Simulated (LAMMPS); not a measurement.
MD of Ta (bcc) at zero pressure, 250 atoms, as a crystal; each row is its own run.

All values are model results, not measurements: MD with a machine-learned potential, pair style snap, file Ta06A.snap (LAMMPS).

```csv
T (K),enthalpy (eV/atom)
200,-11.799
300,-11.773
1480,-11.457
2470,-11.174
2960,-11.015
```

**Question.** Fit a straight line, y = a + b x, to these rows (x is the first column, y the second) and predict the run at x = 1970.

**Answer.** Least squares gives a = -11.861 and b = 0.0002814. At x = 1970 the fit predicts -11.306 eV/atom. The run itself gave -11.319 ± 0.003 eV/atom, so the fit is 13 meV/atom high.

Caution (rows 2470; 2960): a run this short can hold a crystal over, or a liquid under, the potential's own melting point, which these runs don't give.
